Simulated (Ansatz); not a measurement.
**A self-consistent single point of a sheet of GaP (2 atoms in the cell) with Ansatz (a quantum-chemistry and plane-wave program)**

Level of theory: PBEsol, harder PAW files (source: ansatz) made with PBE (plane waves; Ansatz).

The input file:

Ansatz 0.2 input:
```yaml
# GaP
crystal:
  lattice:
    - [3.73492500, 0.00000000, 0.00000000]
    - [-1.86746300, 3.23454000, 0.00000000]
    - [0.00000000, 0.00000000, 14.00000000]
  atoms:
    - { symbol: Ga, position: [0.66666700, 0.33333300, 0.50000000] }
    - { symbol: P, position: [0.33333300, 0.66666700, 0.50000000] }
basis:
  ecutwfc: 1020.0
kpoints:
  mp_grid: { grid: [10, 10, 1] }
hamiltonian:
  xc: pbesol
  pseudopotentials: { kind: paw, source: ansatz }
scf:
  occupations: { method: cold, width: 0.1 }
output:
  forces: true
  eigenvalues: true
  stress: true
```

Output (repeated stretches shortened):

```
WARN the atoms were moved onto the symmetric positions of the space group found under crystal.symmetry.tolerance 1.0e-5 (fractional …
WARN ansatz: RAYON_NUM_THREADS=1 ignored (pool sized by the plan → 1); use --threads N
Pseudopotentials: kind: paw
Pseudopotential: Ga, paw, valence charge 21
Pseudopotential: P, paw, valence charge 5
Crystal: 2 atoms, lattice volume = 169.131 Å³
Basis set: ecut = 1020 eV, 12541 PW (Γ), exchange–correlation on 90×90×360 points (8 copies of the dense FFT grid, shifted against one another)
Bands: 17, of which v1, the nominal top of the filled ones, is band 13 counted from 1 (12 counted from 0)
Symmetry: 12 space group operations
Space group: P-6m2 (ITA 187), of the structure as read, at distance tolerance 5.5e-5 Å
k-points: 14 of 100 (time reversal used)
PAW frozen core: Ga, regenerated for the run's functional, and the local potential with it
PAW frozen core: P, regenerated for the run's functional, and the local potential with it
Initial density: superposition of atomic densities (neutral atoms: chi_scale 0, normalization atom)
Initial wavefunctions: pseudopotential atomic-orbital guess
Eigensolver: davidson
Functional: x = pbesol(κ = 0.804, μ = 0.12345679012345678), c = pbesol(β = 0.046)
SCF iter   1: F=—  HF=-9114.443049 eV  |F-HF|=—  |Δ(HF+E_count)|=         —  Δρ=2.82e-2  dr2=1.81e0  ethr=3.10e-3  ⟨swp⟩=8.6  Hψ=1686  notcnv=0
all-band conjugate gradients solve this SCF's bands
preconditioner: auto → Resta (q_TF=auto, 1.997 Å⁻¹)
SCF iter   2: F=—  HF=-9113.900846 eV  |F-HF|=—  |Δ(HF+E_count)|=   5.42e-1  S|Δr|=    0.00e0  Δρ=1.50e-2  dr2=1.80e-1  ethr=3.10e-3  ⟨swp⟩=4.0  Hψ=624  notcnv=0
SCF iter   3: F=—  HF=-9113.860605 eV  |F-HF|=—  |Δ(HF+E_count)|=   4.02e-2  S|Δr|=    0.00e0  Δρ=6.27e-3  dr2=3.95e-2  ethr=6.91e-4  ⟨swp⟩=3.4  Hψ=512  notcnv=0
SCF iter   4: F=—  HF=-9113.852368 eV  |F-HF|=—  |Δ(HF+E_count)|=   8.24e-3  S|Δr|=    0.00e0  Δρ=1.98e-3  dr2=3.36e-3  ethr=1.52e-4  ⟨swp⟩=2.4  Hψ=416  notcnv=0
SCF iter   5: F=—  HF=-9113.852342 eV  |F-HF|=—  |Δ(HF+E_count)|=   2.65e-5  S|Δr|=    0.00e0  Δρ=2.56e-4  dr2=8.69e-5  ethr=1.29e-5  ⟨swp⟩=2.4  Hψ=367  notcnv=0
SCF iter   6: F=—  HF=-9113.852450 eV  |F-HF|=—  |Δ(HF+E_count)|=   1.09e-4  S|Δr|=    0.00e0  Δρ=2.84e-5  dr2=8.04e-7  ethr=3.34e-7  ⟨swp⟩=2.1  Hψ=308  notcnv=0
SCF iter   7: F=-9113.852451 eV  HF=-9113.852451 eV  |F-HF|=9.09e-9  |Δ(HF+E_count)|=   3.49e-7  S|Δr|=    0.00e0  Δρ=7.14e-6  dr2=3.66e-8  ethr=3.85e-10  ⟨swp⟩=12.6  Hψ=1712  notcnv=0
SCF 1 converged in 7 iterations: F = -9113.852451 eV  dr2 = 3.66e-8
SCF converged after 7 iterations
Stability not checked (fill_not_monotonic)
Free energy (F): -9113.852451 eV
Harris-Foulkes:  -9113.852451 eV  (|F-HF|=9.09e-9)
Internal energy: -9113.852451 eV  (E = F + TS)
E sigma→0 (E₀):  -9113.852451 eV
Fermi energy:    -1.104041 eV
Step filling:    the computed levels leave a gap of 2.4371 eV = 24.4 smearing widths
--- Per-component energies (eV) ---
  E_band       = -1094.345600
  E_kinetic    = 854.016128
  E_local      = -18506.959016  (includes V_loc(G=0)·N_el)
  E_nonlocal   = 1833.786862
  E_hartree    = 8012.763574
  E_xc         = -258.934860
  E_vxc        = -269.628050  (∫ρ·V_xc dr)
  E_paw        = -2546.026473  (= ΣΔE_a)
  E_vpaw       = -1031.105921  (= ΣTr[D̂ρ^β])
  E_aug_tail   = 0.000266  (compensation charges beyond the density's cutoff)
  E_ewald      = 1497.233656
  E_core_change = 0.267411  (= ΣΔE_core)
  E_smearing   = 0.000000  (= −TS)
  E_closure    = -0.000000  (closes the sum)
  Σ components = -9113.852451   (vs F -9113.852451, Δ=0.00e0)
--- Forces (eV/Å), atoms counted from 1 ---
  atom   1  Ga     0.00000000     0.00000000     0.00000000
  atom   2  P      0.00000000    -0.00000000     0.00000000
  max |Σ_I F_I| component: 2.22e-16 eV/Å
--- Stress (GPa, compression-positive) ---
        3.686242       0.000000      -0.000000
        0.000000       3.686242       0.000000
       -0.000000       0.000000       0.000100
  P = ⅓ Tr σ = 2.4575 GPa (24.575 kbar)
  The stress holds the Pulay correction. Without it, at fixed plane waves, as pw.x and ABINIT print it: P = 2.4566 GPa
--- Band table (eV; the first three rows and the last of 14) ---
  k-point 0: bands = ["-145.3540", "-96.3221", "-96.2180", "-96.2180", "-17.1443", "-16.9899", "-16.9899", "-16.8206", "-16.8206", "-13.9840", "-4.8846", "-2.9071", "-2.9071", "0.1678", "1.9436", "2.4998", "2.4998"]
  k-point 1: bands = ["-145.3540", "-96.3221", "-96.2180", "-96.2180", "-17.1358", "-16.9869", "-16.9814", "-16.8238", "-16.8213", "-13.8761", "-4.7579", "-3.8717", "-3.1506", "0.8264", "2.0694", "2.5529", "2.9834"]
  k-point 2: bands = ["-145.3540", "-96.3221", "-96.2180", "-96.2180", "-17.1220", "-16.9730", "-16.9591", "-16.8323", "-16.8230", "-13.5521", "-5.5430", "-4.3874", "-3.6745", "0.9178", "2.3839", "3.0444", "3.7469"]
  k-point 13: bands = ["-145.3540", "-96.3220", "-96.2181", "-96.2181", "-17.0869", "-16.9290", "-16.9068", "-16.8491", "-16.8368", "-11.6663", "-8.9841", "-6.5508", "-2.3945", "0.1441", "3.7356", "3.9158", "5.0890"]
```

The run converged in 7 iterations.

The starting cell was generated: these elements placed on a structure prototype, without a prior relaxation; it need not be a known phase or ordering of this composition. Another mesh or the band path of this cell gives a smaller gap, so this value is not converged in the mesh.
